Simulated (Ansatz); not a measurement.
A computed series for MgSe: response to strain

Consider MgSe in the rock salt structure (space group Fm-3m, No. 225; a = 5.473 Å). Axes: x, y, z lie along the cube axes.

Strains are applied to the cell and any free atomic positions relax; under biaxial strain the out-of-plane vector relaxes too.

Calculations: Ansatz (an electronic-structure program), r2SCAN, PAW, cutoff 500 eV, without spin-orbit coupling, earlier PAW set.

Candidates:
(a) isotropic strain +5.85 %
(b) isotropic strain −1.32 %
(c) biaxial strain +4.98 %, plane normal [001], relaxed out of plane
(d) strain tensor (xx, yy, zz, yz, xz, xy) = (−0.11, +0.88, +1.26, +0.52, +0.92, +0.81) %

Base values:

* **Band gap**: 2.48 eV

### Question
Order them by band gap, highest first.

### Answer
(b) isotropic strain −1.32 % (2.55 eV), (d) strain tensor (xx, yy, zz, yz, xz, xy) = (−0.11, +0.88, +1.26, +0.52, +0.92, +0.81) % (2.32 eV), (a) isotropic strain +5.85 % (2.17 eV), (c) biaxial strain +4.98 %, plane normal [001], relaxed out of plane (2.09 eV)

No phonon test of stability was made.
